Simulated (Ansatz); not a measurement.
# Sr: Li interstitial (started 3.05 Å from the nearest host atom), symmetric start

The parent structure is a 12-atom supercell of Sr in the fcc (Cu type) structure (space group Fm-3m, No. 225; a = 6.100 Å) at its relaxed geometry.

It is then changed as follows: a neutral Li interstitial (started 3.05 Å from the nearest host atom), symmetric start, atoms relaxed at fixed cell.

Level of theory: plane-wave PAW DFT at the r2SCAN level (Ansatz, a quantum-chemistry and plane-wave program, 500 eV), no spin-orbit coupling, earlier PAW set. Γ-centred 5×4×5 mesh, Fermi–Dirac width 0.05 eV.

The pressure goes from zero to 0.7 GPa and the largest displacement of a host atom from its site in the perfect cell is 0.16 Å. The final site of the added atom amounts to 6 Sr at 3.20 Å (octahedral).

Final structure:

```xyz
13
Lattice="0.0000 6.1002 6.1002 6.1002 -6.1002 6.1002 6.1002 6.1002 0.0000" Properties=species:S:1:pos:R:3 pbc="T T T"
Sr     0.0000     0.0000     0.0000
Sr     3.0501     3.0501     0.0000
Sr     3.0122     0.1456     3.0122
Sr     5.9545     3.0879     3.0122
Sr     6.0610     0.0392     6.0610
Sr     9.1881     3.0122     6.2458
Sr     0.0000     3.0501     3.0501
Sr     3.0501     6.1002     3.0501
Sr     3.0122     3.0879     5.9545
Sr     6.1393     6.0610     6.1393
Sr     6.2458     3.0122     9.1881
Sr     9.1881     5.9545     9.1881
Li     3.0501    -3.0501     3.0501
```

In so small a cell the defect repeats every few ångströms: this is an ordered compound, not a dilute defect. The defect started on the symmetric site and kept its symmetry, so it may sit on a saddle. The defect cell is not spin-polarised.
